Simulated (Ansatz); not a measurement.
Abridged Ansatz (an electronic-structure program) output:

```
Pseudopotential: Sc, paw, valence charge 11
Pseudopotential: F, paw, valence charge 7
Crystal: 4 atoms, lattice volume = 64.988 Å³
Basis set: ecut = 420 eV, 1309 PW (Γ), exchange–correlation on 54×54×54 points (8 copies of the dense FFT grid, shifted against one another)
Bands: 20, of which v1, the nominal top of the filled ones, is band 16 counted from 1 (15 counted from 0)
Symmetry: 48 space group operations
k-points: 35 of 512
Functional: x = pbesol(κ = 0.804, μ = 0.12345679012345678), c = pbesol(β = 0.046)
SCF iter   1: F=—  HF=-4520.211393 eV  |F-HF|=—  |Δ(HF+E_count)|=         —  Δρ=1.27e-2  dr2=6.39e-2  ethr=1.77e-3  ⟨swp⟩=5.4  Hψ=3083  notcnv=0
SCF iter   2: F=—  HF=-4520.194771 eV  |F-HF|=—  |Δ(HF+E_count)|=   1.66e-2  Δρ=3.10e-3  dr2=3.37e-3  ethr=2.00e-4  ⟨swp⟩=2.0  Hψ=1441  notcnv=0
SCF 1 converged in 8 iterations: F = -4520.193859 eV  dr2 = 4.60e-11
SCF converged after 8 iterations
Free energy (F): -4520.193859 eV
Internal energy: -4520.193859 eV  (E = F + TS)
E sigma→0 (E₀):  -4520.193859 eV
Fermi energy:    2.815872 eV
--- Forces (eV/Å), atoms counted from 1 ---
  atom   1  Sc     0.00000000    -0.00000000    -0.00000000
  atom   2  F      0.00000000     0.00000000     0.00000000
  atom   3  F      0.00000000    -0.00000000    -0.00000000
  atom   4  F      0.00000000    -0.00000000     0.00000000
--- Stress (GPa, compression-positive) ---
       -0.005767       0.000000      -0.000000
       -0.000000      -0.005767       0.000000
        0.000000       0.000000      -0.005767
  P = ⅓ Tr σ = -0.0058 GPa (-0.058 kbar)
```

Task: What was computed, and what are the main results?

Result: ScF3, 4 atoms in the cell, with plane-wave PAW DFT at the PBEsol level (Ansatz, 420 eV), spin-orbit coupling left out. The last SCF converged to F = -4520.193859 eV, or -1130.0485 eV per atom, at a pressure of -0.01 GPa. The total energy compares only with runs of the same code, potentials and settings.

Whether these cells are dynamically stable was not tested. The base started in R32 and relaxed to Pm-3m at this level. The final runs are not spin-polarised. The cell is ScF3 in the ReO3 type structure (space group Pm-3m, No. 221).
